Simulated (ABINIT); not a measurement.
Worked example: self-consistent single point of Sb (R-3m, 2 atoms in the cell) in ABINIT.

Level of theory: PBE, PAW (JTH v2.0 PBE PAW) (plane waves; ABINIT 10.0.3).

The change in words: lattice scaled by 0.98. Reference geometry:
```yaml
crystal:
  lattice:
    - [3.89204, -2.11944, 0.00000]
    - [3.89204, 2.11944, 0.00000]
    - [2.73789, 0.00000, 3.48483]
  atoms:
    - { symbol: Sb, position: [0.23350, 0.23350, 0.23350] }
    - { symbol: Sb, position: [0.76650, 0.76650, 0.76650] }
```

Reference input (self-consistent single point, DFT, PBE, plane waves, PAW (JTH v2.0 PBE PAW)): pseudos = [Sb.GGA_PBE-JTH.xml]; ecut = 40 Ry; pawecutdg = 80 Ry; pawxcdev = 0; ixc = 11; occopt = 3; tsmear = 0.00367493 Ha; ngkpt = 8 8 8; nshiftk = 1; shiftk = 0 0 0; potentials = JTH v2.0 PBE PAW; nband = 21. This run's input differs from it in these lines:

```diff
@@ -3,7 +3,7 @@
 pseudos "Sb.GGA_PBE-JTH.xml"
-acell 4.4317095558 4.4317095558 4.4317095558 Angstrom
+acell 4.3430750863 4.3430750863 4.3430750863 Angstrom
 rprim
-         0.8782265600   -0.4782448215    0.0000000073
-         0.8782265600    0.4782448215    0.0000000073
-         0.6177947700   -0.0000000000    0.7863393811
+         0.8782265666   -0.4782448094    0.0000000244
+         0.8782265666    0.4782448094    0.0000000244
+         0.6177947765    0.0000000000    0.7863393760
 natom 2
@@ -13,4 +13,4 @@
 xcart
-         4.6428334276   -0.0000000000    1.5376839322
-        15.2408215086   -0.0000000000    5.0476862271
+         4.5499765052    0.0000000000    1.5069302130
+        14.9360042452    0.0000000000    4.9467323693
 ecut 40 Ry
```

Output, abridged:

```
--- !BeginCycle
solver: {iscf: 17, nstep: 100, nline: 4, wfoptalg: 10, }
tolerances: {tolvrs: 1.00E-11, }
...

     iter   Etot(hartree)      deltaE(h)  residm     nres2
 ETOT  1  -164.11065253698    -1.641E+02 1.759E+01 1.073E+00
 ETOT  2  -165.22046658278    -1.110E+00 7.420E-02 5.189E-01
 ETOT  3  -165.22020880202     2.578E-04 1.665E-02 1.757E-01
 ETOT  4  -165.21986297253     3.458E-04 2.677E-03 2.604E-03
 ETOT  5  -165.21987622054    -1.325E-05 1.766E-03 5.044E-04
   [... 4 lines left out ...]
 ETOT 10  -165.21988027261     7.580E-11 4.239E-04 9.787E-10
 ETOT 11  -165.21988027262    -1.177E-11 5.815E-05 7.837E-10
 ETOT 12  -165.21988027262     5.684E-13 2.483E-04 6.810E-11
 ETOT 13  -165.21988027262     8.527E-13 2.818E-05 5.737E-12
 At SCF step   13       nres2   =  5.74E-12 < tolvrs=  1.00E-11 =>converged.

 Cartesian components of stress tensor (hartree/bohr^3)
  sigma(1 1)= -3.47716986E-04  sigma(3 2)=  0.00000000E+00
  sigma(2 2)= -4.04792641E-04  sigma(3 1)=  1.89031798E-05
  sigma(3 3)= -3.98532000E-04  sigma(2 1)=  0.00000000E+00

 ----iterations are completed or convergence reached----

 reduced coordinates (array xred) for    2 atoms
       0.233499998963      0.233499998963      0.233499999007
       0.766499996632      0.766499996632      0.766499996676
 cartesian forces (eV/Angstrom) at end:
    1      0.81993537745567    -0.00000000000000     0.27155863137538
    2     -0.81993537745567     0.00000000000000    -0.27155863137538
 frms,max,avg= 4.9867762E-01 8.1993538E-01   0.000E+00  0.000E+00  0.000E+00 e/A
   [... lines left out ...]
 Fermi (or HOMO) energy (hartree) =   0.30799   Average Vxc (hartree)=  -0.35576
 Fermi (or HOMO) energy (eV) =   8.38096   Average Vxc (eV)=  -9.68086
   [... lines left out ...]
'-kT*entropy'       : -4.28474491569680E-04
total_energy        : -1.65219880173060E+02
total_energy_eV     : -4.49586158069234E+03
...

-Cartesian components of stress tensor (GPa)         [Pressure=  1.1288E+01 GPa]
- sigma(1 1)= -1.02301852E+01  sigma(3 2)=  0.00000000E+00
- sigma(2 2)= -1.19094087E+01  sigma(3 1)=  5.56150658E-01
- sigma(3 3)= -1.17252143E+01  sigma(2 1)=  0.00000000E+00

 Calculation completed.
```

The run converged in 13 iterations. Against the reference run the free energy goes up by 91.2 meV/atom, the pressure goes from 5.98 to 11.29 GPa and the largest force goes from 0.473 to 0.864 eV/Å.

The starting cell has typed, rounded lattice constants, without a prior relaxation at this level. Its lattice was rescaled by a random factor within 2.5 % of one. For this run, on top of that: lattice scaled by 0.98. With a pressure of about 11 GPa the cell is away from its equilibrium volume at this level.

Cost on one core of a shared machine: roughly 2 min.
